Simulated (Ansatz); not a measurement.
NbRu (Cmmm, No. 65, 2 atoms in the cell; start mp-1220325), treated with PBEsol (Ansatz, a quantum-chemistry and plane-wave program, plane waves, PAW).

Settings: plane-wave cutoff 520 eV, 20×20×14 k mesh (along the axes of the cell as run), Fermi–Dirac smearing 0.05 eV, no spin polarisation, scalar-relativistic PAW data made under PBE.

Cell (relaxed at this level):

```cif
data_Nb2Ru2
_chemical_formula_sum 'Nb2 Ru2'
_space_group_name_H-M_alt 'Cmmm'
_space_group_IT_number 65
_space_group_name_Hall '-C 2 2'
_cell_length_a 3.23321
_cell_length_b 4.55820
_cell_length_c 4.18754
_cell_angle_alpha 90.000
_cell_angle_beta 90.000
_cell_angle_gamma 90.000
loop_
_space_group_symop_operation_xyz
  'x, y, z'
  '-x, -y, -z'
  '-x, -y, z'
  'x, y, -z'
  'x, -y, -z'
  '-x, y, z'
  '-x, y, -z'
  'x, -y, z'
  'x+1/2, y+1/2, z'
  '-x+1/2, -y+1/2, -z'
  '-x+1/2, -y+1/2, z'
  'x+1/2, y+1/2, -z'
  'x+1/2, -y+1/2, -z'
  '-x+1/2, y+1/2, z'
  '-x+1/2, y+1/2, -z'
  'x+1/2, -y+1/2, z'
loop_
_atom_site_label
_atom_site_type_symbol
_atom_site_symmetry_multiplicity
_atom_site_Wyckoff_symbol
_atom_site_fract_x
_atom_site_fract_y
_atom_site_fract_z
_atom_site_occupancy
Nb1 Nb 2 a 0.00000 0.00000 0.00000 1
Ru1 Ru 2 c 0.00000 0.50000 0.50000 1
```
(The calculation used a cell of 2 atoms; values per cell refer to that cell.)

### Question
What does this level give for the bulk modulus?

### Answer

* **bulk modulus**: 242 GPa

Note: the run has no spin polarisation, so it can have missed a magnetic state; the bulk modulus is −V dP/dV from two relaxed cells at ±2 % in volume; the relaxation could not lower the start's symmetry, so the cell can be a saddle point above a distorted one.

The computed numbers hold no vibrational or temperature effects.

Cost on a shared machine: about 4 core-minutes (a rough figure).

A start named mp-… is a Materials Project structure, which need not be a measured phase.
